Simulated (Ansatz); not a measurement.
We look at the formation energy of the neutral V_O in SnO2 (rutile, P4₂/mnm). Reaction: 24 SnO2 (rutile) → cell A + 1/2 O2 (gas).

Cell A: a supercell of 72 sites of SnO2 (rutile, P4₂/mnm) with one empty O site amid 3 Sn; spin state with PBE: run without spin, k-point mesh 3×3×3.
```xyz
71
Lattice="9.6549 0.0000 0.0000 0.0000 9.6549 0.0000 0.0000 0.0000 9.7140" Properties=species:S:1:pos:R:3 pbc="T T T"
Sn     2.3718     2.4557     1.6190
Sn    -0.0008    -0.0142     0.0003
O      0.9232     3.9043     1.6190
O      3.3887     3.3026     0.0138
O      1.5248     1.4388     0.0138
Sn     2.4189     2.4085     4.8626
Sn    -0.0008    -0.0142     3.2377
O      3.8884     0.9391     4.8734
O      0.9399     3.8875     4.8471
O      3.3887     3.3026     3.2242
O      1.5248     1.4388     3.2242
Sn     2.4189     2.4085     8.0893
Sn    -0.0070     0.0054     6.4760
O      3.8884     0.9391     8.0786
O      0.9399     3.8875     8.1048
O      3.3421     3.3577     6.4760
O      1.4697     1.4853     6.4760
Sn     2.3975     7.2167     1.6190
Sn    -0.0132     4.8407    -0.0110
O      3.8847     5.7441     1.6190
O      0.9237     8.7050     1.6190
O      3.3165     8.1832     0.0152
O      1.4723     6.2974    -0.0051
Sn     2.4114     7.2415     4.8588
Sn    -0.0132     4.8407     3.2490
O      3.8861     5.7543     4.8470
O      0.9332     8.7218     4.8636
O      3.3165     8.1832     3.2228
O      1.4723     6.2974     3.2431
Sn     2.4114     7.2415     8.0932
Sn     0.0064     4.8211     6.4760
O      3.8861     5.7543     8.1049
O      0.9332     8.7218     8.0883
O      3.3561     8.1636     6.4760
O      1.4818     6.3013     6.4760
Sn     7.2656     2.4300     1.6190
Sn     4.8078     0.0197     0.0237
O      8.7383     0.9428     1.6190
O      5.7774     3.9037     1.6190
O      8.1850     3.3551    -0.0051
O      6.2992     1.5109     0.0152
Sn     7.2409     2.4161     4.8588
Sn     4.8078     0.0197     3.2143
O      8.7280     0.9414     4.8470
O      5.7605     3.8943     4.8636
O      8.1850     3.3551     3.2431
O      6.2992     1.5109     3.2228
Sn     7.2409     2.4161     8.0932
Sn     4.8355    -0.0080     6.4760
O      8.7280     0.9414     8.1049
O      5.7605     3.8943     8.0883
O      8.1811     3.3457     6.4760
O      6.3188     1.4713     6.4760
Sn     7.2509     7.2315     1.6190
Sn     4.8416     4.8282     0.0003
O      8.7218     5.7606     1.6190
O      5.7783     8.7040     1.6190
O      8.1812     8.1687    -0.0057
O      6.3137     6.3012    -0.0057
Sn     7.2309     7.2515     4.8578
Sn     4.8416     4.8282     3.2377
O      8.7166     5.7658     4.8698
O      5.7480     8.7343     4.8309
O      8.1812     8.1687     3.2437
O      6.3137     6.3012     3.2437
Sn     7.2309     7.2515     8.0941
Sn     4.8221     4.8344     6.4760
O      8.7166     5.7658     8.0821
O      5.7480     8.7343     8.1211
O      8.1545     8.1946     6.4760
O      6.2878     6.3279     6.4760
```

Reference: SnO2 (rutile, P4₂/mnm), 72 atoms in the cell, the relaxed perfect crystal repeated, atoms not moved again, k-point mesh 3×3×3 on the run's own vectors.

Reference: an isolated O2 molecule (triplet) in a box of 11 × 11 × 13 Å.

Computed with Ansatz (plane waves, PAW), its PAW set soft_1, cutoff 420 eV. The structures are at rest with PBE, within the held lattices; other levels are single points on them. HSE06 runs on coarser k-point meshes, mended by the PBE difference between the two meshes. Neutral cells; Fermi-Dirac smearing of at most 0.05 eV in the solids, energies taken to zero width. The lattices are those relaxed with PBE, so at other levels the solids can be strained, which adds to the spread. Larger cells are relaxed from a start prepared with the learned potential CHGNet, on a coarser mesh till forces fall under 0.03 eV/Å, which some starts already meet. A dispersion term (D3(BJ), or D4 for r2SCAN) was computed beside these levels and is taken off wherever the name lacks it. Space groups of crystals are read within 0.01 Å. No zero-point or thermal terms. No structure search was made; lower ones may exist. Spin-orbit coupling is left out. Values are for these cell sizes. Mesh and cell size may move defect energies by 0.1 eV or more. The value holds for the reservoirs listed; other chemical potentials shift it. Cell A has symmetry Amm2 within 0.02 Å and got no random move, so less symmetric positions, which may lie lower, weren't tried.

### Question
Predict the value from HSE06.

### Answer
4.28 eV, for 24 SnO2 (rutile) → cell A + 1/2 O2 (gas).

### Question
List the value at the remaining levels and say how far they part.

### Answer
| Method | value (eV) | less HSE06 |
|---|---|---|
| PBE | 3.67 | -0.61 |

The levels shown span 0.61 eV, from PBE (3.67) to HSE06 (4.28).

Ansatz is a quantum-chemistry and plane-wave program.
